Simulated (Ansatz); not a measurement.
SiCO4 (model structure, I-4, No. 82, 6 atoms in the cell) was calculated with HSE06 in Ansatz (PAW).

Numerical settings: plane-wave cutoff 460 eV, 8×8×8 k mesh, Fermi–Dirac smearing 0.01 eV, scalar-relativistic PAW data made under PBE.

The cell is the one relaxed with PBEsol. Conventional cell: a = 4.3789 Å, b = 4.3789 Å, c = 6.5484 Å, α = 90.00°, β = 90.00°, γ = 90.00°.

```
CELL_PARAMETERS angstrom
     -2.18944     2.18944     3.27421
      2.18944    -2.18944     3.27421
      2.18944     2.18944    -3.27421
ATOMIC_POSITIONS crystal
  Si 0.00000 0.00000 0.00000
  C  0.75000 0.25000 0.50000
  O  0.41354 0.27670 0.42704
  O  0.84966 0.98650 0.57296
  O  0.72330 0.15034 0.13684
  O  0.01350 0.58646 0.86316
```

Problem. List the 20 lowest band energies at Γ above −25 eV (eV, relative to the valence band maximum), grouping those that round alike.

Solution. At Γ: -23.63, -19.39 (×2), -19.10, -12.05, -7.83 (×2), -7.08, -3.54, -2.36, -1.93, -1.08 (×2), -0.88, -0.37 (×2), 9.05, 10.51, 12.75 (×2).

Note: the run warned that its exchange threshold was loose for the stress; the relaxation could raise the start's symmetry but not lower it, so the cell can be a saddle point; cell and atoms aren't relaxed at this level (largest force component 0.36 eV/Å, pressure -3.4 GPa).

A model structure was made by putting elements into a prototype or built by hand; it is no filed structure, need not be a known phase, and can be a saddle point held by its symmetry.

Ansatz is a program for electronic structure.
